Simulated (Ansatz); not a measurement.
Base system: AgI in the wurtzite structure (space group P6_3mc, No. 186).

```
AgI
1.0
    4.56021     0.00000     0.00000
   -2.28011     3.94926     0.00000
    0.00000     0.00000     7.45046
Ag I
2 2
Direct
  0.66667   0.33333   0.00017
  0.33333   0.66667   0.50017
  0.66667   0.33333   0.62503
  0.33333   0.66667   0.12503
```

Cartesian axes are those of the cell as printed.

Computed with plane-wave PAW DFT at the PBEsol level (Ansatz, a first-principles code, 420 eV), no SOC.

Strains are applied to the cell and any free atomic positions relax; under biaxial strain the out-of-plane vector relaxes too.

One change was made to it. Results:

```tsv
quantity	base	after
valence-band top at Γ (three highest levels, from the VBM)	0.00, 0.00, -0.07 eV	0.00, 0.00, -0.14 eV
band gap	1.23 eV	1.18 eV
pressure (mean of the normal stresses, compression positive)	0.00 GPa	-1.74 GPa
```

Question: Which change produced these results?
A) biaxial strain +0.44 %, plane normal [001], relaxed out of plane
B) biaxial strain −1.53 %, plane normal [001], relaxed out of plane
C) uniaxial strain ε_zz = +5.88 %
D) strain tensor (xx, yy, zz, yz, xz, xy) = (−0.92, +1.23, −0.50, +1.04, +0.59, −0.27) %

Answer: C, uniaxial strain ε_zz = +5.88 %. For comparison, the valence-band top at Γ in the other runs: biaxial strain +0.44 %, plane normal [001], relaxed out of plane gives 0.00, 0.00, -0.07 eV; strain tensor (xx, yy, zz, yz, xz, xy) = (−0.92, +1.23, −0.50, +1.04, +0.59, −0.27) % gives 0.00, -0.03, -0.10 eV; biaxial strain −1.53 %, plane normal [001], relaxed out of plane gives 0.00, 0.00, -0.10 eV.

Spin-orbit coupling, missing from the scalar runs, can matter with I. Stability against distortions was not tested.
